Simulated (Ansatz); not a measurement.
```
Ti4CN3
1.0
   -0.00455     4.26731     4.26929
    4.26731    -0.00455     4.26929
    4.26276     4.26276     0.00000
Ti C N
8 2 6
Cartesian
  0.00000   0.00000   0.01912
  2.13138   2.13138   0.01912
  2.12419   0.00719   2.13464
  4.25557   2.13857   2.13464
  0.00719   2.12419   2.13464
  2.13857   4.25557   2.13464
  2.13138   2.13138   4.25017
  4.26276   4.26276   4.25017
  2.13138   2.13138   2.13464
  4.26276   4.26276   2.13464
  4.26503   2.12910   4.26929
  6.39641   4.26048   4.26929
  2.12910   4.26503   4.26929
  4.26048   6.39641   4.26929
  4.26276   4.26276   6.40393
  6.39414   6.39414   6.40393
```

All values below come from PBE (plane waves to 420 eV, PAW; Ansatz, a program for electronic structure). Spin–orbit coupling is left out; the runs are not spin-polarised. Its k-point mesh 5×5×5, Fermi–Dirac width 0.05 eV.

Problem. Give the composition and order of this alloy cell, and its volume and bond lengths.

Solution. A 16-atom cell of Ti(N,C) started in the rock salt structure, site fractions N 0.750, C 0.250, short-range order -0.11 among the nearest mixed sites of the first mixed sublattice (0 is random, a negative value favours unlike neighbours), space group Cmmm at the end, an ordered arrangement that its symmetry holds.
- volume per atom = 9.72 Å³
- N–Ti bonds (within 1.22 times the sum of covalent radii) = 2.138 Å on average, from 2.134 to 2.154 (36)
- C–Ti bonds (within 1.22 times the sum of covalent radii) = 2.121 Å on average, from 2.116 to 2.124 (12)
